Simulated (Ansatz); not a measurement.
Input and output of a self-consistent single point for Cs₂TlInF₆ (Fm-3m, 10 atoms in the cell) (Ansatz, a first-principles code)

Method: r2SCAN, default PAW files made with PBE (plane waves; Ansatz).

Input as run:

Ansatz 0.2 input:
```yaml
crystal:
  lattice:
    - [0.000000, 4.868864, 4.868864]
    - [4.868864, 0.000000, 4.868864]
    - [4.868864, 4.868864, 0.000000]
  atoms:
    - { symbol: Cs, position: [0.750000, 0.750000, 0.750000] }
    - { symbol: Cs, position: [0.250000, 0.250000, 0.250000] }
    - { symbol: Tl, position: [0.000000, 0.000000, 0.000000] }
    - { symbol: In, position: [0.500000, 0.500000, 0.500000] }
    - { symbol: F, position: [0.719660, 0.280340, 0.280340] }
    - { symbol: F, position: [0.280340, 0.719660, 0.719660] }
    - { symbol: F, position: [0.280340, 0.719660, 0.280340] }
    - { symbol: F, position: [0.719660, 0.280340, 0.719660] }
    - { symbol: F, position: [0.280340, 0.280340, 0.719660] }
    - { symbol: F, position: [0.719660, 0.719660, 0.280340] }
basis:
  ecutwfc: 500.0 eV
kpoints:
  mp_grid: { grid: [3, 3, 3] }
hamiltonian:
  xc: r2scan
  pseudopotentials: { kind: paw }
scf:
  occupations: { method: fixed }
output:
  forces: true
  eigenvalues: true
  stress: true
```

Output (repeated stretches shortened):

```
WARN ansatz: RAYON_NUM_THREADS=1 ignored (pool sized by the plan → 1); use --threads N
Pseudopotentials: kind: paw
Pseudopotential: Cs, paw, valence charge 9
Pseudopotential: Tl, paw, valence charge 13
Pseudopotential: In, paw, valence charge 13
Pseudopotential: F, paw, valence charge 7
Crystal: 10 atoms, lattice volume = 230.841 Å³
Basis set: ecut = 500 eV, 5961 PW (Γ), exchange–correlation on 216×216×216 points (64 copies of the dense FFT grid, shifted against one another)
Bands: 53, of which v1, the nominal top of the filled ones, is band 43 counted from 1 (42 counted from 0)
Symmetry: 48 space group operations
Space group: Fm-3m (ITA 225), of the structure as read, at distance tolerance 6.1e-5 Å
k-points: 4 of 27
PAW frozen core: Cs, regenerated for the run's functional
PAW frozen core: Tl, regenerated for the run's functional
PAW frozen core: In, regenerated for the run's functional
PAW frozen core: F, regenerated for the run's functional
Initial density: superposition of atomic densities (neutral atoms: chi_scale 0, normalization atom), corrected by the library's trained network
Initial wavefunctions: pseudopotential atomic-orbital guess
Eigensolver: davidson
Functional: x = r2scan, c = r2scan; τ floored in thin density (d = 2e-4 eV/Å³)
SCF iter   1: F=—  HF=-33310.761560 eV  |F-HF|=—  |Δ(HF+E_count)|=         —  Δρ=8.04e-3  dr2=1.35e-1  dr2_τ=1.60e-1  ethr=1.77e-3  ⟨swp⟩=5.0  Hψ=686  notcnv=0  defer=28
all-band conjugate gradients solve this SCF's bands
preconditioner: auto → Resta (q_TF=auto, 2.314 Å⁻¹)
SCF iter   2: F=—  HF=-33310.880058 eV  |F-HF|=—  |Δ(HF+E_count)|=   1.18e-1  Δρ=3.54e-3  dr2=1.48e-2  dr2_τ=2.74e-3  ethr=1.57e-4  ⟨swp⟩=3.0  Hψ=438  notcnv=0  defer=28
SCF iter   3: F=—  HF=-33310.877821 eV  |F-HF|=—  |Δ(HF+E_count)|=   2.24e-3  Δρ=1.17e-3  dr2=2.80e-3  dr2_τ=2.90e-4  ethr=1.72e-5  ⟨swp⟩=3.0  Hψ=334  notcnv=0  defer=28
SCF iter   4: F=—  HF=-33310.877115 eV  |F-HF|=—  |Δ(HF+E_count)|=   7.06e-4  Δρ=3.37e-4  dr2=1.22e-4  dr2_τ=2.98e-5  ethr=3.26e-6  ⟨swp⟩=2.2  Hψ=308  notcnv=0  defer=28
SCF iter   5: F=—  HF=-33310.877117 eV  |F-HF|=—  |Δ(HF+E_count)|=   1.97e-6  Δρ=5.76e-5  dr2=8.54e-6  dr2_τ=7.80e-7  ethr=1.42e-7  ⟨swp⟩=2.0  Hψ=363  notcnv=0  defer=28
SCF iter   6: F=—  HF=-33310.877057 eV  |F-HF|=—  |Δ(HF+E_count)|=   6.01e-5  Δρ=1.51e-5  dr2=5.00e-7  dr2_τ=3.24e-8  ethr=9.93e-9  ⟨swp⟩=2.0  Hψ=346  notcnv=0  defer=24
SCF iter   7: F=-33310.877057 eV  HF=-33310.877057 eV  |F-HF|=3.21e-9  |Δ(HF+E_count)|=   3.09e-7  Δρ=3.20e-6  dr2=2.60e-8  dr2_τ=1.53e-9  ethr=1.16e-10  ⟨swp⟩=15.0  Hψ=1256  notcnv=0
SCF 1 converged in 7 iterations: F = -33310.877057 eV  dr2 = 2.60e-8
SCF converged after 7 iterations
Free energy (F): -33310.877057 eV
Harris-Foulkes:  -33310.877057 eV  (|F-HF|=3.21e-9)
Internal energy: -33310.877057 eV  (E = F + TS)
E sigma→0 (E₀):  -33310.877057 eV
Fermi energy:    2.421880 eV
--- Per-component energies (eV) ---
  E_band       = -499.613829
  E_kinetic    = 2105.312468
  E_local      = -7568.266512  (includes V_loc(G=0)·N_el)
  E_nonlocal   = 1185.847422
  E_hartree    = 2990.892001
  E_xc         = -1218.792526
  E_vxc        = -1235.660487  (∫ρ·V_xc dr)
  E_paw        = -25784.748505  (= ΣΔE_a)
  E_vpaw       = -1054.093948  (= ΣTr[D̂ρ^β])
  E_aug_tail   = 0.006110  (compensation charges beyond the density's cutoff)
  E_vtau       = 85.456242  (kinetic-family band-sum trace: ∫τ·v_τ [+ j·A + Jᵃ·Aᵃ] dr)
  E_ewald      = -5023.044233
  E_core_change = 1.916716  (= ΣΔE_core)
  E_smearing   = -0.000000  (= −TS)
  E_closure    = 0.000000  (closes the sum)
  Σ components = -33310.877057   (vs F -33310.877057, Δ=0.00e0)
--- Forces (eV/Å), atoms counted from 1 ---
  atom   1  Cs    -0.00000000     0.00000000     0.00000000
  atom   2  Cs    -0.00000000    -0.00000000     0.00000000
  atom   3  Tl    -0.00000000     0.00000000    -0.00000000
  atom   4  In     0.00000000    -0.00000000     0.00000000
  atom   5  F      0.52371205    -0.00000000     0.00000000
  atom   6  F     -0.52371205     0.00000000    -0.00000000
  atom   7  F      0.00000000     0.52371205     0.00000000
  atom   8  F     -0.00000000    -0.52371205     0.00000000
  atom   9  F     -0.00000000    -0.00000000     0.52371205
  atom  10  F      0.00000000     0.00000000    -0.52371205
  max |Σ_I F_I| component: 1.11e-16 eV/Å
--- Stress (GPa, compression-positive) ---
       -3.610049       0.000000       0.000000
        0.000000      -3.610049      -0.000000
       -0.000000      -0.000000      -3.610049
  P = ⅓ Tr σ = -3.6100 GPa (-36.100 kbar)
  The stress holds the Pulay correction. Without it, at fixed plane waves, as pw.x and ABINIT print it: P = -3.6633 GPa
--- Band table (eV) ---
  k-point 0: bands = ["-19.6060", "-19.3926", "-19.3926", "-19.3610", "-19.3610", "-19.3610", "-17.2640", "-17.2585", "-9.8242", "-9.8242", "-9.8242", "-9.7559", "-9.7559", "-6.2993", "-6.2993", "-6.2993", "-6.2466", "-6.2466", "-3.8990", "-3.8990", [...]
  k-point 1: bands = ["-19.5865", "-19.3945", "-19.3945", "-19.3772", "-19.3592", "-19.3592", "-17.2672", "-17.2648", "-9.8238", "-9.8238", "-9.8230", "-9.7537", "-9.7537", "-6.2974", "-6.2974", "-6.2936", "-6.2629", "-6.2629", "-3.8402", "-3.8402", [...]
  k-point 2: bands = ["-19.5823", "-19.4039", "-19.3920", "-19.3677", "-19.3619", "-19.3619", "-17.2685", "-17.2666", "-9.8235", "-9.8235", "-9.8231", "-9.7572", "-9.7559", "-6.2958", "-6.2958", "-6.2935", "-6.2780", "-6.2465", "-3.8764", "-3.8764", [...]
  k-point 3: bands = ["-19.5749", "-19.4051", "-19.3943", "-19.3694", "-19.3655", "-19.3596", "-17.2692", "-17.2690", "-9.8235", "-9.8230", "-9.8229", "-9.7580", "-9.7537", "-6.2956", "-6.2934", "-6.2931", "-6.2726", "-6.2628", "-3.8637", "-3.8335", [...]
```

The run converged in 7 iterations.

The starting cell comes from a database of computed structures (which also holds hypothetical and non-ambient phases and stackings), without a prior relaxation at this level. Its lattice was rescaled by a random factor within 2.5 % of one. Spin-orbit coupling is off. With a pressure of about -4 GPa the cell is away from its equilibrium volume at this level. Ansatz's pressure includes its estimate of the finite-basis (Pulay) stress.
